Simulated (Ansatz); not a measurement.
Results of r²SCAN (Ansatz, a quantum-chemistry and plane-wave program, plane waves, PAW) for CsCl-type PdIn.

A relaxed, unreconstructed slab of the (110) face has 12 atoms, two equal faces of 15.098 Å² each and an energy of -75590.5515 eV. A bulk cell of 4 atoms with the same orientation and in-plane k mesh has -25197.4017 eV. Energies are extrapolated to zero smearing.

Numerical settings: plane-wave cutoff 500 eV, 18×12×1 k mesh (along the axes of the cell as run), Fermi–Dirac smearing 0.1 eV, scalar-relativistic PAW data made under PBE.

Worked out: γ = (E_slab − N E_bulk per atom)/2A = [-75590.5515 − 12 × (-25197.4017/4)]/(2 × 15.098) = 0.0548 eV/Å². With 16.022 J/m² per eV/Å² this is 0.88 J/m², or 0.83 eV per surface cell and face.
